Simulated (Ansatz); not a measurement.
**ZrSi (space group Cmcm, No. 63)**

```
ZrSi
1.0
    1.86493    -4.93945     0.00000
    1.86493     4.93945     0.00000
    0.00000     0.00000     3.74331
Zr Si
2 2
Direct
  0.64519   0.35481   0.25000
  0.35481   0.64519   0.75000
  0.92145   0.07855   0.25000
  0.07855   0.92145   0.75000
```

Calculations: PBEsol, PAW, 420 eV (Ansatz, an electronic-structure program; no spin-orbit coupling). Γ-centred 13×13×12 mesh, Fermi–Dirac width 0.05 eV.

| Property | Value |
|---|---|
| Volume per atom | 17.24 Å³ |
| Density | 5.75 g/cm³ |
| Band gap | zero |
| Total energy | -2376.092 eV/atom (σ→0; compares only within this code and set-up) |

Whether these cells are dynamically stable was not tested. All final runs are without spin polarisation.
